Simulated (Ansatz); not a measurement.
The starting structures come from a database of crystals and need not be the phases stable at ambient conditions.

By PBEsol, the system below comes out a metal.

The ballistic (Sharvin) conductance counts the channels at the Fermi level: G/A = (e²/h) × channels of both spins per area.

Given:

```xyz
3
Lattice="2.7994 0.0000 0.0000 0.0000 5.8033 0.0000 0.0000 0.0000 2.7994" Properties=species:S:1:pos:R:3 pbc="T T T"
Ga     1.3997     4.1533     1.3997
Ga     1.3997     1.6500     1.3997
Cu     0.0000     0.0000     0.0000
```

Space group of this cell: P4/mmm. The cell is taken as given; by PBEsol its mean pressure is -1.0 GPa.

The current flows along the normal of the first two printed cell vectors, the (100) plane of the conventional cell. No spin-orbit coupling; the value is a mean over 0.1 eV about the Fermi level.

Problem. Compute, with Ansatz (a quantum-chemistry and plane-wave program) with PBEsol, the ballistic conductance per area.

Solution. 0.79 × 10¹⁵ S/m² for both spins.
